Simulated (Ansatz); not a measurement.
**SiO2 (within 0.1 Å of C222₁, No. 20, 12 atoms in the cell; start mp-555891; a measured phase of this formula has another space group)**

Computed with r²SCAN (Ansatz, a program for electronic structure, PAW).

Settings: plane-wave cutoff 560 eV, 8×4×8 k mesh (along the axes of the cell as run), Fermi–Dirac smearing 0.01 eV, scalar-relativistic PAW data made under PBE.

Cell (relaxed with PBEsol):

O2Si has the orthorhombic space group C222₁ (No. 20), Pearson symbol oS24. Cell: a = 4.9895 Å, b = 8.8389 Å, c = 8.3207 Å, α = 90.00°, β = 90.00°, γ = 90.00°. Si on 8c is coordinated by 4 O at 1.609–1.620 Å (tetrahedral). O1 on 8c has 2 Si at 1.619 Å (bent). O2 on 4a has 2 Si at 1.620 Å (bent). O3 on 4b has 2 Si at 1.609 Å (linear). (Neighbours: up to the widest gap in distance over summed covalent radii, below 1.35, at either atom.)
(The calculation used a cell of 12 atoms; values per cell refer to that cell.)

```
Item                                                      Value
-------------------------------------------  ------------------
band gap                                     6.23 eV (indirect)
smallest direct gap on the k points sampled             6.26 eV
```

Note: cell and atoms aren't relaxed at this level (largest force component 0.15 eV/Å, pressure -2.2 GPa).

Computed values are for the static lattice.

The result took roughly 9 core-minutes.

A start named mp-… is a Materials Project structure, which need not be a measured phase.
